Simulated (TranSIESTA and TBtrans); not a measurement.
Run with TranSIESTA and TBtrans (open boundaries, self-consistent; PseudoDojo norm-conserving potentials, scalar-relativistic): PAO.BasisSize DZP, PAO.EnergyShift 0.15 eV, XC.Authors PBE, Mesh.Cutoff 200 Ry, ElectronicTemperature 300 K, TS.Voltage 0.0 eV, TBT.Elecs.Eta 0.001 eV, no spin polarisation.

System: Ga chain with one bond stretched by 1.5 Å. Leads: straight Ga chain, spacing 2.55 Å. Geometry: as built, not relaxed.

Problem. Give the largest eigenchannel transmissions at the Fermi level (four at most) and the total.

Solution. 0.32, 0.22, 0.22; total 0.75. The straight chain is held at its spacing; free chains may zigzag or dimerise. No spin-polarised start was tried, so a magnetic state, if there is one, is missed.
